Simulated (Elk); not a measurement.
Band structure of TiAl (P4/mmm, 2 atoms in the cell).

```
TiAl
1.0
    2.77618     0.00000     0.00000
    0.00000     2.77618     0.00000
    0.00000     0.00000     4.01640
Ti Al
1 1
Direct
  0.50000   0.50000   0.50000
  0.00000   0.00000   0.00000
```

Method: PBE, all-electron FP-LAPW, Elk's shipped species files, APW+lo basis with extra local orbitals in Elk.

Settings: xctype = 20; rgkmax = 7.5; stype = 3; swidth = 0.00367493 Ha; ngridk = 12 12 8; gmaxvr = 18 1/bohr; lmaxapw = 10; lmaxo = 8; nxlo = 2; lorbcnd = true; lradstp = 2; nrmtscf = 2; lmaxi = 4.

The starting cell comes from a database of computed structures (which also holds hypothetical and non-ambient phases and stackings), without a prior relaxation at this level. Its lattice was rescaled by a random factor within 2.5 % of one. Spin polarisation is off. Values depend on the basis (sphere radii, cutoffs, local orbitals), which need not be converged.

Levels in eV from the Fermi level, bands 8 to 15:
```
point      8      9     10     11     12     13    14    15
-----  -----  -----  -----  -----  -----  -----  ----  ----
Γ      -9.26  -1.97  -0.93  -0.35   2.29   2.29  3.50  6.50
X      -4.66  -4.57  -1.81  -0.28   1.83   2.67  4.60  5.23
M      -3.32  -0.45  -0.43  -0.43  -0.26  -0.26  4.46  5.38
Z      -7.73  -5.38  -0.75   0.64   1.92   1.92  3.52  8.05
R      -5.04  -3.02  -1.22  -1.11   1.43   1.87  2.43  4.05
A      -2.68  -2.36  -2.36   2.05   2.26   2.73  4.38  4.38
```

Bands cross the Fermi level along this path, so the cell is metallic at this level.
